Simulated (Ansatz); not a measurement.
ScAl3, pressure series

The reference is ScAl₃ in the Cu3Au type structure (space group Pm-3m, No. 221; a = 4.086 Å).

Cell and atoms are relaxed at each pressure.

Method: plane-wave PAW DFT at the r2SCAN level (Ansatz, a first-principles code, 500 eV), spin-orbit coupling left out.

| P (GPa) | V (Å³/atom) |
|---|---|
| -2.01 | 17.438 |
| -1.01 | 17.240 |
| 3.00 | 16.548 |
| 7.00 | 15.975 |
| 15.00 | 15.055 |
| 29.99 | 13.810 |
| 50.00 | 12.657 |
| 75.00 | 11.637 |
| 99.99 | 10.876 |

A third-order Birch–Murnaghan fit to these points gives V₀ = 17.05 Å³/atom, B₀ = 96 GPa and B₀′ = 3.8. At pressure 100 GPa the volume is 63.8 % of V₀.

Load acts through the strain it causes; cell and atoms are relaxed under it. Whether these cells are dynamically stable was not tested. No other phases were tried under pressure. All final runs are without spin polarisation.
